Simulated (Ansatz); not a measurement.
The parent structure is InAs in the zinc blende structure (space group F-43m, No. 216; a = 6.087 Å). Axes: x, y, z lie along the cube axes.

The values are results of Ansatz (a program for electronic structure), PBEsol, PAW, cutoff 420 eV, no spin-orbit coupling, not measurements.

For the base:

| Item | Value |
|---|---|
| Pressure | 0.0 GPa |

The change: uniaxial strain ε_zz = +3.00 %, all other strain components held at zero, atoms relaxed at fixed cell.

Problem. Predict the new energy relative to the base.

Solution. The energy goes up by 6.1 meV/atom.

Problem. Predict the new pressure.

Solution. The pressure (mean of the normal stresses, compression positive) goes from zero to -1.5 GPa.

A case with no gap was solved on a k-mesh chosen for an insulator, which is coarse for it. Stability against distortions was not tested. All final runs are without spin polarisation.
